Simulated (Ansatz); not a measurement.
A self-consistent single point of RbAu5 (P6mm, 6 atoms in the cell) with Ansatz (a first-principles code).

Method of the run: PBEsol, default PAW files made with PBE (plane waves; Ansatz).

```
RbAu5
1.0
    5.84731     0.00000     0.00000
   -2.92366     5.06392     0.00000
    0.00000     0.00000     4.52333
Rb Au
1 5
Cartesian
  0.00000   0.00000   0.05000
  2.92366   1.68797   0.00000
  0.00000   3.37595   0.00000
  2.92366   0.00000   2.26167
  1.46183   2.53196   2.26167
 -1.46183   2.53196   2.26167
```

Reference input (self-consistent single point, DFT, PBEsol, plane waves, default PAW files made with PBE): basis.ecutwfc = 420 eV; kpoints.mp_grid.grid = 5 5 5; hamiltonian.xc = pbesol; hamiltonian.pseudopotentials = {kind: paw} (the program's default PAW files); scf.occupations.method = fermi_dirac; scf.occupations.width = 0.1 eV. This run's input differs from it in these lines:

Ansatz 0.2 input:
```diff
@@ -14,2 +14,3 @@
   ecutwfc: 420.0
+  ecutrho_ratio: 2
 kpoints:
```

Output (repeated stretches shortened):

```
SCF iter   1: F=—  HF=-68253.320293 eV  |F-HF|=—  |Δ(HF+E_count)|=         —  Δρ=5.70e-3  dr2=5.09e-2  ethr=1.77e-3  ⟨swp⟩=6.7  Hψ=3660  notcnv=0  defer=17
all-band conjugate gradients solve this SCF's bands
preconditioner: auto → LDOS
SCF iter   2: F=—  HF=-68253.324272 eV  |F-HF|=—  |Δ(HF+E_count)|=   3.98e-3  Δρ=6.48e-3  dr2=5.62e-2  ethr=4.89e-5  ⟨swp⟩=2.0  Hψ=1903  notcnv=0  defer=39
SCF iter   3: F=—  HF=-68253.307527 eV  |F-HF|=—  |Δ(HF+E_count)|=   1.67e-2  Δρ=9.09e-4  dr2=1.06e-3  ethr=4.89e-5  ⟨swp⟩=3.0  Hψ=1501  notcnv=0  defer=39
SCF iter   4: F=—  HF=-68253.307201 eV  |F-HF|=—  |Δ(HF+E_count)|=   3.26e-4  Δρ=2.21e-4  dr2=7.72e-5  ethr=1.02e-6  ⟨swp⟩=2.2  Hψ=1611  notcnv=0  defer=39
SCF iter   5: F=—  HF=-68253.307204 eV  |F-HF|=—  |Δ(HF+E_count)|=   3.26e-6  Δρ=3.01e-5  dr2=1.06e-6  ethr=7.42e-8  ⟨swp⟩=2.0  Hψ=1286  notcnv=0  defer=39
SCF iter   6: F=-68253.307204 eV  HF=-68253.307204 eV  |F-HF|=1.95e-8  |Δ(HF+E_count)|=   2.61e-7  Δρ=4.87e-6  dr2=4.22e-8  ethr=9.62e-11  ⟨swp⟩=10.7  Hψ=4708  notcnv=0
SCF 1 converged in 6 iterations: F = -68253.307204 eV  dr2 = 4.22e-8
Free energy (F): -68253.307204 eV
Internal energy: -68253.257361 eV  (E = F + TS)
E sigma→0 (E₀):  -68253.282283 eV
Entropy (-TS):   -0.049843 eV (-8.307 meV/atom)
Fermi energy:    14.258481 eV
--- Forces (eV/Å), atoms counted from 1 ---
  atom   1  Rb    -0.00000000     0.00000000    -0.04056627
  atom   2  Au     0.00000000    -0.00000000    -0.00713178
  atom   3  Au     0.00000000     0.00000000    -0.00713178
  atom   4  Au     0.00000000    -0.00000000     0.01821901
  atom   5  Au     0.00000000     0.00000000     0.01821901
  atom   6  Au     0.00000000    -0.00000000     0.01821901
--- Stress (GPa, compression-positive) ---
       -3.806474       0.000000      -0.000000
        0.000000      -3.806474       0.000000
       -0.000000       0.000000      -5.072924
  P = ⅓ Tr σ = -4.2286 GPa (-42.286 kbar)
  The stress holds the Pulay correction, which leaves out the density cutoff's part. Without it, at fixed plane waves, as pw.x and ABINIT print it …
settings of this run that can trade accuracy for cost: basis.ecutrho_ratio < 4. Do not mix this run's numbers with those of runs without the same settings …
```

The run converged in 6 iterations. Against the reference run the free energy falls by 1.2 meV/atom, the pressure moves little (-4.28 to -4.23 GPa) and the largest force stays at 0.041 eV/Å. The full log also holds: “WARN basis.ecutrho_ratio = 2 (ecutrho = 840 eV) is below the records' recommended cutoff”.

The starting cell comes from a database of computed structures (which also holds hypothetical and non-ambient phases and stackings), without a prior relaxation at this level. Its lattice was rescaled by up to half a per cent. One atom was moved a little off its site on purpose. Spin-orbit coupling is off. Ansatz's pressure includes its estimate of the finite-basis (Pulay) stress. The cutoff lies below the one recommended for these files.
